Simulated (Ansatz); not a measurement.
The starting structures come from a database of crystals and need not be the phases stable at ambient conditions.

 Where the default PAW files enter, the runs use the earlier of Ansatz's two default sets.

Inside the gap of an insulator the Bloch states are evanescent, with a wavenumber k + iκ along the transport direction.

Data:

```xyz
14
Lattice="5.8772 0.0000 0.0000 0.0000 8.3117 0.0000 2.9386 4.1558 2.9386" Properties=species:S:1:pos:R:3 pbc="T T T"
Ge     5.8772     3.1169     1.4693
Ge     1.4693     5.1948     0.0000
Ge     2.9386     7.2727     1.4693
Ge     4.4079     5.1948     0.0000
Ge     0.0000     0.0000     0.0000
Ge     2.9386     2.0779     0.0000
N      1.3734     3.1847     0.0000
N      2.9386     5.2626     1.3734
N      4.5038     3.1847     0.0000
N      5.8772     9.4184     1.5652
N      5.8772     5.1270     1.3734
N      4.3120     7.2049     0.0000
N      2.9386     9.2828     1.5652
N      1.5652     7.2049     0.0000
```

Space group of this cell: Fd-3m. The cell is taken as given; by PBEsol its mean pressure is -6.4 GPa.

Transport runs along the normal of the first two printed cell vectors, the (110) plane of the conventional cell.

The gap is the functional's own. No spin-orbit coupling. Mid-gap values are interpolated on the energy grid.

Task: Compute, with PBEsol in Ansatz (a first-principles code), the band gap and the smallest decay constant κ at mid-gap.

Result: Gap 1.86 eV on a 10×10×10 mesh; κ = 0.154 1/Å, at the zone centre.
